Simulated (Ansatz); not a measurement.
We consider HfSiO4 (I4₁/amd, No. 141, 12 atoms in the cell; start COD 9000852), described by r²SCAN0 (Ansatz, a quantum-chemistry and plane-wave program, plane waves, PAW).

Run with plane-wave cutoff 520 eV, 6×6×6 k mesh, Fermi–Dirac smearing 0.01 eV, scalar-relativistic PAW data made under PBE.

Cell (measured lattice):

```cif
data_Hf2O8Si2
_chemical_formula_sum 'Hf2 Si2 O8'
_space_group_name_H-M_alt 'P 1'
_space_group_IT_number 1
_cell_length_a 5.52167
_cell_length_b 5.52167
_cell_length_c 5.52167
_cell_angle_alpha 106.953
_cell_angle_beta 106.953
_cell_angle_gamma 114.635
loop_
_space_group_symop_operation_xyz
  'x, y, z'
loop_
_atom_site_label
_atom_site_type_symbol
_atom_site_fract_x
_atom_site_fract_y
_atom_site_fract_z
_atom_site_occupancy
Hf1 Hf 0.75000 0.25000 0.50000 1
Hf2 Hf 0.00000 0.00000 0.00000 1
Si1 Si 0.25000 0.75000 0.50000 1
Si2 Si 0.50000 0.50000 0.00000 1
O1 O 0.13530 0.31980 0.81550 1
O2 O 0.06980 0.75430 0.68450 1
O3 O 0.50430 0.31980 0.18450 1
O4 O 0.06980 0.38530 0.31550 1
O5 O 0.61470 0.93020 0.68450 1
O6 O 0.68020 0.86470 0.18450 1
O7 O 0.24570 0.93020 0.31550 1
O8 O 0.68020 0.49570 0.81550 1
```

**Question.** What does this level give for the band gap, smallest direct gap on the k points sampled and Γ–Γ gap?

**Answer.** 
- band gap = 8.44 eV
- smallest direct gap on the k points sampled = 8.85 eV
- Γ–Γ gap = 8.90 eV

Note: the file's cell can be that of a phase stable at another temperature; cell and atoms aren't relaxed at this level (largest force component 0.17 eV/Å, pressure -2.6 GPa).

Spin–orbit coupling is not included.

The computed numbers hold no vibrational or temperature effects.

It cost about 23 core-minutes (a rough figure) of CPU time.
